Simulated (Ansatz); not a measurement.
```
CELL_PARAMETERS angstrom
      0.00000     1.76155     1.76155
      1.76155     0.00000     1.76155
      1.76155     1.76155     0.00000
ATOMIC_POSITIONS crystal
  Cu 0.00000 0.00000 0.00000
```

No spin polarisation.

Computed with r2SCAN (Ansatz, a first-principles code), spin-orbit coupling left out. Γ-centred 32×32×32 mesh, Fermi–Dirac width 0.1 eV.

### Question
Predict the band gap, pressure and space group.

### Answer
```json
{
  "band_gap": "zero",
  "pressure": "8.3 GPa",
  "space_group": "Fm-3m (No. 225)"
}
```

The cells carry an imposed strain or load. No phonon test of stability was made. The final runs are not spin-polarised. The cell was made from Cu in the fcc (Cu type) structure (space group Fm-3m, No. 225) by this change: isotropic strain −1.50 %.
